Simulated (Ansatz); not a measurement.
## What pressure 2.1 GPa does to Be

The reference is Be in the hcp (Mg type) structure (space group P6_3/mmc, No. 194; a = 2.2647 Å, c = 3.5612 Å).

It is then changed as follows: cell and atoms relaxed at a pressure of 2.1 GPa.

Calculations: PBE (Ansatz, an electronic-structure program; PAW; 420 eV plane waves; no spin-orbit coupling). Settings: 23×23×13 k-points, 0.05 eV Fermi–Dirac smearing.

| quantity | base | changed | shift |
|---|---|---|---|
| volume per atom | 7.91 Å³ | 7.78 Å³ | -0.13 Å³ |
| density | 1.89 g/cm³ | 1.92 g/cm³ | +0.03 g/cm³ |
| lattice parameter a | 2.265 Å | 2.252 Å | -0.013 Å |
| shortest interatomic distance | 2.209 Å | 2.197 Å | -0.012 Å |
| enthalpy H = E + PV relative to the base's energy | – | +0.10 eV/atom | – |
| band gap | zero | zero | – |

Load acts through the strain it causes; cell and atoms are relaxed under it. Whether these cells are dynamically stable was not tested.
